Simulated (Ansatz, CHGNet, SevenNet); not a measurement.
Volume per atom of Ti₃Al (P6₃/mmc, No. 194): levels of theory against measurement

Reference value: 16.72 Å³/atom (measured, 300 K, copied from a table, unchecked, not corrected to a static lattice; as tabulated in Metals 6, 165 (2016)).

```tsv
level (code)	value (Å³/atom)
CHGNet 0.3.0	16.82
SevenNet-0	16.61
SevenNet-l3i5	16.67
LDA (Ansatz)	[?]
PBE (Ansatz)	16.72
PBEsol (Ansatz)	[?]
```

**Question.** Complete the blanks.

**Answer.** 
- LDA (Ansatz, a program for electronic structure), value (Å³/atom): 15.61
- PBEsol (Ansatz), value (Å³/atom): 16.16

Differences against the reference: CHGNet 0.3.0 +0.6 %, SevenNet-0 -0.7 %, SevenNet-l3i5 -0.3 %, LDA -6.6 %, PBE 0.0 %, PBEsol -3.3 %.

The reference is not for a static lattice or low temperature, so close values are not ranked against it.

The reference isn't brought to a static lattice, while the calculations are for one, so the differences are not the levels' errors alone. A static lattice is as a rule a little smaller than the measured one.  Ansatz's density-functional and Hartree–Fock values are scalar-relativistic unless marked +SOC, with PAW data made under PBE.

Machine-learned potentials (CHGNet 0.3.0, SevenNet-0, SevenNet-l3i5) are trained on DFT data: a solid inside that data is no test of them.

Differences are worked out from the printed values.
